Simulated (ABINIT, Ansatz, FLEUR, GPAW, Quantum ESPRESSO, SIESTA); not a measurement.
## Code comparison for CrO2 (P4_2/mnm, 6 atoms in the cell)

Self-consistent single point.

```yaml
crystal:
  lattice:
    - [4.45152, 0.00000, 0.00000]
    - [0.00000, 4.45152, 0.00000]
    - [0.00000, 0.00000, 2.94186]
  atoms:
    - { symbol: Cr, position: [0.00000, 0.00000, 0.50000], spin: 3.0 }
    - { symbol: Cr, position: [0.50000, 0.50000, 0.00000], spin: 3.0 }
    - { symbol: O, position: [0.19726, 0.19726, 0.00000] }
    - { symbol: O, position: [0.80274, 0.80274, 0.00000] }
    - { symbol: O, position: [0.30274, 0.69726, 0.50000] }
    - { symbol: O, position: [0.69726, 0.30274, 0.50000] }
```
(The spins are starting values, not results.)

All programs got the same cell, k-point mesh and kind of occupations, and the same starting moments (in Ansatz's words: kpoints.mp_grid.grid = 5 5 7; magnetization.spin_polarized = true; scf.occupations.method = fermi_dirac; scf.occupations.width = 0.0073 Ry); potentials, basis and cutoffs are each program's usual ones.

```
code                                                                                                                                model  pressure (GPa)  largest force (eV/Å)  size of the net moment (μB/atom)  k-points           cutoff
----------------  -----------------------------------------------------------------------------------------------------------------------  --------------  --------------------  --------------------------------  --------  ---------------
SIESTA            GGA PBE, numerical atomic orbitals DZP, PseudoDojo PBE standard norm-conserving potentials (rewritten from UPF to PSML)           -3.30                 0.150                              0.67        88      grid 300 Ry
Quantum ESPRESSO                                                          PBE, PseudoDojo standard norm-conserving (PBE) pseudopotentials           -2.90                 0.131                              0.67        24            95 Ry
ABINIT                                                                                                        PBE, PAW (JTH v2.0 PBE PAW)           -3.11                 0.121                              0.67        24           816 eV
GPAW                                                                                         PBE, GPAW PAW datasets PBE (gpaw-data 1.0.1)               –                 0.097                              0.67        24           950 eV
Ansatz                                                                                                                     PBE, PAW files           -3.18                 0.130                              0.67        24          30.9 Ry
FLEUR                                                                        PBE, all-electron FLAPW (FLEUR), scalar-relativistic valence               –                 0.175                              0.67        24  Kmax 4.7 1/bohr
```

A dash marks a value that a program does not give, or that is left out as unsure.

The spread over the programs that give each value: pressure within 0.40 GPa; largest force within 0.078 eV/Å; size of the net moment within 0.00 μB/atom.

The starting cell comes from a database of computed structures (which also holds hypothetical and non-ambient phases and stackings), without a prior relaxation at this level. Its lattice was rescaled by a random factor within 2.5 % of one. On Ansatz's run: The magnetic order is the one reached from the typed start; others were not searched systematically.

Why do the programs differ, and what cannot be compared?

Differences of this kind can come from the potentials, where these differ, and from what each basis and cutoff leave unconverged. The valence holds different numbers of electrons (SIESTA 52, Quantum ESPRESSO 52, ABINIT 52, GPAW 36, Ansatz (a first-principles code) 52, FLEUR 52). The zero of total energies and Fermi levels follows the potentials and each program's conventions, so they are not compared here. SIESTA uses small atom-centred bases, whose incompleteness enters pressures, forces and empty levels differently from a plane-wave cutoff. FLEUR treats all electrons, but the usual bases taken here (sphere radii, linearisation, local orbitals, empty states) were not tested for convergence, so the values are no reference for the others. Ansatz's pressure is given at a fixed set of plane waves, as the other plane-wave codes print theirs; with its correction for the finite basis it is -2.67 GPa (the shift of 0.51 GPa shows how far the cutoff is from converged). Ansatz's smearing width was typed in Ry to four decimals, so it matches the others to a few per cent. The pressure of GPAW is left out: its cutoff lies under the one at which its stress was checked. Site moments depend on each program's spheres or projections; the total moment of the cell does not. The programs reduce the same mesh by symmetry to different extents, which changes the work and not the result.

Keys are those of Ansatz 0.2.
